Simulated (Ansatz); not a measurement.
Take MoS2 in the 3R-MoS2 type structure (space group R3m, No. 160; layered, stacked along the Cartesian z axis) as the base.

```yaml
crystal:
  lattice:
    - [1.55787, 0.89944, 5.78587]
    - [-1.55787, 0.89944, 5.78587]
    - [0.00000, -1.79888, 5.78587]
  atoms:
    - { symbol: Mo, position: [0.00004, 0.00004, 0.00004] }
    - { symbol: S, position: [0.75646, 0.75646, 0.75646] }
    - { symbol: S, position: [0.57680, 0.57680, 0.57680] }
```

Cartesian axes are those of the cell as printed.

Calculations: PBEsol-D3(BJ) (Ansatz, an electronic-structure program; PAW; 420 eV plane waves; without spin-orbit coupling), earlier PAW set.

Before the change:

- Volume per atom: 16.21 Å³

Perturbation: uniaxial stress, 3 GPa tension along x, with the cell and atoms free to relax against it.

Task: Predict the new volume per atom and energy relative to the base.

Result: The volume per atom increases by 0.12 Å³, from 16.21 Å³ to 16.33 Å³; the energy increases by 2.1 meV/atom.

Load acts through the strain it causes; cell and atoms are relaxed under it. Beyond what the load breaks, stability against distortions was not tested.
